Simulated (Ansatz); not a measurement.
## One base run on Al2Pt (Fm-3m, 3 atoms in the cell) and variants with one or two settings moved

```cif
data_Al8Pt4
_chemical_formula_sum 'Al8 Pt4'
_space_group_name_H-M_alt 'Fm-3m'
_space_group_IT_number 225
_space_group_name_Hall '-F 4 2 3'
_cell_length_a 5.89834
_cell_length_b 5.89834
_cell_length_c 5.89834
_cell_angle_alpha 90.000
_cell_angle_beta 90.000
_cell_angle_gamma 90.000
loop_
_atom_site_label
_atom_site_type_symbol
_atom_site_symmetry_multiplicity
_atom_site_Wyckoff_symbol
_atom_site_fract_x
_atom_site_fract_y
_atom_site_fract_z
_atom_site_occupancy
Al1 Al 8 c 0.25000 0.25000 0.25000 1
Pt1 Pt 4 a 0.00000 0.00000 0.00000 1
```
(The calculation used a cell of 3 atoms; values per cell refer to that cell.)

Base run A: PBEsol, PAW files made with PBE (Ansatz, a quantum-chemistry and plane-wave program), self-consistent single point.

Its settings: kpoints.mp_grid.grid = 8 8 8; hamiltonian.xc = pbesol; hamiltonian.pseudopotentials = {kind: paw} (the program's default PAW files); scf.occupations.method = cold; scf.occupations.width = 0.136 eV.

The starting cell comes from a database of computed structures (which also holds hypothetical and non-ambient phases and stackings), without a prior relaxation at this level. Spin polarisation is off. Ansatz's pressure includes its estimate of the finite-basis (Pulay) stress.

ΔF is the free energy per atom less that of run A. A dash stands where there is no value to compare (another energy zero or no entropy term, no result, no spin, no clean gap, or a mesh too coarse for one). Absolute energies have different zeros for different potentials, functionals, Hubbard and dispersion terms and are not compared across them.

Run A gave: pressure (GPa) -0.20; k-points 29.

Runs:
- B: kpoints.mp_grid.grid: 8 8 8 → 7 7 7
- C: hamiltonian.xc: pbesol → pbe [PBE]
- D: scf.convergence.dr2_threshold: default (1e-07 eV) → 1e-05 eV
- E: scf.occupations.method: cold → gaussian; scf.occupations.width: 0.136 eV → 0.2 eV
- F: kpoints.mp_grid.grid: 8 8 8 → 7 7 7; scf.occupations.width: 0.136 eV → 0.3 eV
- G: crystal.symmetry.detect: default → false
- H: scf.algorithm: default → direct_min
- I: scf.mixing.algorithm: default (the program chose MSR1) → anderson; scf.mixing.beta: default → 0.7
- J: scf.mixing.preconditioner: default (the program chose Kerker) → kerker; scf.mixing.q_tf: default → 3

Question: What does run C change against A?

Answer: The pressure goes from -0.20 to 3.24 GPa.

Question: What does run F change against A?

Answer: The free energy goes down by 5.0 meV/atom and the pressure moves little (-0.20 to -0.21 GPa).

```csv
run,ΔF (meV/atom),pressure (GPa),k-points
A,0.00,-0.20,29
B,-2.6,-0.15,20
C,–,3.24,29
D,0.00,-0.20,29
E,-5.8,-0.14,29
F,-5.0,-0.21,20
G,0.00,-0.20,260
H,0.00,-0.20,29
I,0.00,-0.20,29
J,0.00,-0.20,29
```

Keys are those of Ansatz 0.2.
